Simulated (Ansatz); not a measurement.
# BP, pressure series

The reference is BP in the zinc blende structure (space group F-43m, No. 216).

```xyz
2
Lattice="0.0000 2.2741 2.2741 2.2741 0.0000 2.2741 2.2741 2.2741 0.0000" Properties=species:S:1:pos:R:3 pbc="T T T"
P      3.4112     3.4112     3.4112
B      0.0000     0.0000     0.0000
```

Cell and atoms are relaxed at each pressure.

Computed with plane-wave PAW DFT at the PBE level (Ansatz, a first-principles code, 420 eV), no spin-orbit coupling, earlier PAW set.

```
P (GPa)  V (Å³/atom)
-------  -----------
-1.99         11.910
-0.99         11.834
1.80          11.634
4.21          11.473
9.00          11.182
18.00         10.715
30.00         10.206
45.00          9.693
60.00          9.272
```

A third-order Birch–Murnaghan fit to these points gives V₀ = 11.76 Å³/atom, B₀ = 163 GPa and B₀′ = 3.7. At pressure 60 GPa the volume is 78.8 % of V₀.

Measured bulk modulus of BP: 176.5 GPa (static lattice; corrected from measurement; as listed in Tamar Goldzak et al., The Journal of Chemical Physics (2022)); the computed value is 8 % below it.

Load acts through the strain it causes; cell and atoms are relaxed under it. Whether these cells are dynamically stable was not tested. Competing high-pressure phases were not computed.
